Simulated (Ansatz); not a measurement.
We consider AlB2-type TiB₂, described by LDA (Ansatz, a first-principles code, PAW).

Run with plane-wave cutoff 520 eV, 24×24×20 k mesh (along the axes of the cell as run), Fermi–Dirac smearing 0.056 eV (set by the program), no spin polarisation, scalar-relativistic PAW data made under PBE.

Cell (relaxed at this level):

```cif
data_B2Ti
_chemical_formula_sum 'Ti1 B2'
_space_group_name_H-M_alt 'P6/mmm'
_space_group_IT_number 191
_space_group_name_Hall '-P 6 2'
_cell_length_a 2.99367
_cell_length_b 2.99367
_cell_length_c 3.15975
_cell_angle_alpha 90.000
_cell_angle_beta 90.000
_cell_angle_gamma 120.000
loop_
_atom_site_label
_atom_site_type_symbol
_atom_site_symmetry_multiplicity
_atom_site_Wyckoff_symbol
_atom_site_fract_x
_atom_site_fract_y
_atom_site_fract_z
_atom_site_occupancy
Ti1 Ti 1 a 0.00000 0.00000 0.00000 1
B1 B 2 d 0.33333 0.66667 0.50000 1
```

What does this level give for the elastic constant C12, Poisson ratio, elastic constant C13, elastic constant C33, elastic constant C11, elastic constant C44 and elastic constant C66?


elastic constant C12: 76.0 GPa
Poisson ratio: 0.123
elastic constant C13: 119 GPa
elastic constant C33: 498 GPa
elastic constant C11: 705 GPa
elastic constant C44: 289 GPa
elastic constant C66: 314 GPa

Measured, for comparison: elastic constant C12 48 GPa, elastic constant C13 93 GPa, elastic constant C33 432 GPa, elastic constant C11 660 GPa, elastic constant C44 260 GPa (temperature not stated, not corrected to a static lattice; as tabulated in Liu et al. (2023), arXiv:2002.00005). Computed (rounded) less measured: elastic constant C12 +58 %, elastic constant C13 +28 %, elastic constant C33 +15 %, elastic constant C11 +7 %, elastic constant C44 +11 %. A static lattice is as a rule a little smaller and stiffer than an uncorrected measurement, which narrows the difference in the elastic constant C11 and would widen misses of the other sign.

Elastic constants are with the ions relaxed.

Computed values are for the static lattice.
